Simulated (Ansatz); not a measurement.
Substrate model: Si(111) 1x1 surface, 6 top atoms, 3 bilayers, bottom bilayer H-capped and fixed, every top atom capped by H; cell 11.5 x 6.6 Å; two neighbouring H replaced by OH; about 7 Å thick over the host's atoms, 18 atoms held. Level of theory: PBE-D3(BJ) (plane waves to 420 eV, PAW; Ansatz, a quantum-chemistry and plane-wave program). k mesh 1 x 2 x 1. The slab states were run without spin polarisation. Results hold for this slab, coverage and mesh. Each barrier is the saddle point's height over the relaxed start (climbing-image NEB, finished by a saddle search where needed); no vibrational corrections are included. A partial Hessian shows a single imaginary mode at the top, within the atoms moved. The ends were relaxed from one prepared geometry each.

Consider this step: H2O attacks the fragment of BH3 (twice exchanged) and H2 forms, starting from the surface left by an earlier step (the surface fragment of BH3 exchanges a second ligand with a neighbouring O-H group), after H2 has left.

Start:

```csv
atom,x (Å),y (Å),z (Å)
H(29),3.848,6.464,10.890
O(46),5.066,3.374,11.090
O(48),2.563,3.423,11.100
B(a0),3.825,3.468,11.774
H(a3),3.828,4.174,12.758
O(c0),3.812,1.843,12.664
H(c1),2.902,1.750,12.999
H(c2),3.920,1.118,12.005
```

End:

```
atom   x (Å)  y (Å)   z (Å)
-----  -----  -----  ------
H(29)  3.831  6.505  10.931
O(46)  5.067  3.365  11.082
O(48)  2.584  3.373  11.083
B(a0)  3.833  3.430  11.706
H(a3)  0.409  4.361  13.410
O(c0)  3.864  3.547  13.071
H(c1)  0.738  4.148  12.767
H(c2)  2.967  3.592  13.437
```

Task: Give the geometry at the top of the path.

Result: 
```
atom   x (Å)  y (Å)  z (Å)
-----  -----  -----  -----
H(29)   3.83   6.53  10.93
O(46)   5.09   3.35  11.09
O(48)   2.57   3.33  11.09
B(a0)   3.84   3.42  11.71
H(a3)   3.84   4.58  12.50
O(c0)   3.83   2.51  13.03
H(c1)   3.79   3.74  13.16
H(c2)   2.93   2.17  13.12
```
It lies 0.97 eV over the start.

Here BH3 is the monomer.
